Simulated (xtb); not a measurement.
xtb 6.7.1, GFN2-xTB: C[CH]COC, charge 0, multiplicity 2, 14 atoms. The geometry is a generated start, not checked to be a minimum at this level.

```json
{
 "run_flags": "--grad",
 "method": "GFN2-xTB",
 "--acc": "1 (default)",
 "--etemp (K)": "300 (default)",
 "basis_functions": "29",
 "valence_electrons": "31"
}
```

```xyz
14

C      2.0295     0.6379     0.2732
C      1.2848    -0.6355     0.2141
C     -0.1891    -0.6367     0.3254
O     -0.7612     0.1121    -0.7474
C     -2.1537     0.2185    -0.6581
H      2.1836     0.9576     1.3119
H      1.4596     1.4262    -0.2191
H      3.0075     0.5473    -0.1926
H      1.8033    -1.5605     0.0454
H     -0.5088    -0.1635     1.2757
H     -0.5870    -1.6618     0.3089
H     -2.4561     0.7675     0.2445
H     -2.4814     0.7631    -1.5422
H     -2.6310    -0.7722    -0.6398
```

Charge 0 and multiplicity 2 are set for this test and not shown to be the ground state. GFN-xTB has no spin term: --uhf 1 sets the occupations alone.

One run each on 1 thread. Values of broydamp tried: 0.02, 0.05, 0.1, 0.2, 0.4 (default), 0.6, 0.8, 1.

Predict the course of the SCC iterations along this series.

Fewest SCC iterations, within one of each other: 0.4 (default) with 9, 0.6 with 10, 0.8 with 10, 1 with 10. The count rises to 15 at 0.02. All converge to one solution.

```
broydamp       SCC iterations            end
-------------  --------------  -------------
0.02                       15  same solution
0.05                       14  same solution
0.1                        12  same solution
0.2                        11  same solution
0.4 (default)               9  same solution
0.6                        10  same solution
0.8                        10  same solution
1                          10  same solution
```
